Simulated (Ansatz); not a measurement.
# A computed series for Si: response to strain

The reference is Si in the diamond structure (space group Fd-3m, No. 227; a = 5.4338 Å).

Strains are applied to the cell and any free atomic positions relax.

Calculations: plane-wave PAW DFT at the PBEsol level (Ansatz, an electronic-structure program, 420 eV), no spin-orbit coupling.

Notes on the quantities. energy relative to the base: free energy F.

```csv
variant,energy relative to the base,electron mass,smallest direct gap
base,0 meV/atom,"0.93 mₑ along k, 0.19 mₑ across (off the special points)",2.52 eV
isotropic strain −3.00 %,+52 meV/atom,"0.93 mₑ along k, 0.18 mₑ across (off the special points)",2.55 eV
isotropic strain −2.50 %,…,"0.94 mₑ along k, 0.18 mₑ across (off the special points)",2.55 eV
isotropic strain −1.00 %,…,"0.93 mₑ along k, 0.19 mₑ across (off the special points)",2.53 eV
isotropic strain −0.50 %,+1.3 meV/atom,"0.93 mₑ along k, 0.19 mₑ across (off the special points)",2.53 eV
isotropic strain +0.50 %,+1.3 meV/atom,"0.93 mₑ along k, 0.19 mₑ across (off the special points)",2.51 eV
isotropic strain +1.00 %,+5.1 meV/atom,"0.94 mₑ along k, 0.19 mₑ across (off the special points)",2.51 eV
isotropic strain +1.50 %,+11 meV/atom,"0.93 mₑ along k, 0.19 mₑ across (off the special points)",2.46 eV
isotropic strain +2.00 %,…,"0.93 mₑ along k, 0.20 mₑ across (off the special points)",2.40 eV
isotropic strain +3.00 %,+43 meV/atom,"0.98 mₑ along k, 0.19 mₑ across (off the special points)",…
```

Task: What belongs in the blanks?

Result: 
- isotropic strain −2.50 %, energy relative to the base: +36 meV/atom
- isotropic strain −1.00 %, energy relative to the base: +5.4 meV/atom
- isotropic strain +2.00 %, energy relative to the base: +20 meV/atom
- isotropic strain +3.00 %, smallest direct gap: 2.27 eV

Masses are band curvatures over ±0.01 Å⁻¹ around the edge. Along k means along the line from Γ to the band edge. Stability against distortions was not tested.
